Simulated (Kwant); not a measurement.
System: quantum point contact (saddle potential) in a GaAs two-dimensional gas. Effective mass 0.067 mₑ, grid spacing 4 nm, hard walls, nominal width 80 nm (19 grid rows, so walls 80 nm apart), one parabolic valley, scattering region 240 nm long along x; energies count from the band bottom; Fermi energy swept from 0.00043847 to 0.02119 eV. Potential (V0 + ½k y²) cos²(πx/L) for |x| < L/2, with V0 = 0.0081 eV, k = 0.00012 eV/nm², L = 72 nm. Perpendicular field 1.1 T, also in the leads; orbital effect alone.

Constants are typed, rounded textbook-type inputs, not results; the design itself was drawn at random and stands for no fabricated device.

Computed with Kwant: effective-mass tight-binding model on a square grid, one spin, coherent transport at 0 K. Conductance is in e²/h.

Sweep values stay those of the base run.

The length of the gated region was swept, all else fixed.

```tsv
length of the gated region (nm)	G (e²/h) at E = 5.551 meV	G (e²/h) at E = 21.19 meV	G (e²/h) at E = 10.66 meV	G (e²/h) at E = 15.78 meV
18	0.25	1.54	0.70	1.11
36	0.024	1.16	0.25	0.74
50	0.0039	1.09	0.12	0.78
72	0.00024	1.03	0.045	0.86
94	1.5e-5	1.01	0.018	0.90
```

From the first row to the last the G at E = 5.551 meV goes from 0.25 to 1.5e-5. From the first row to the last the G at E = 21.19 meV goes from 1.54 to 1.01.
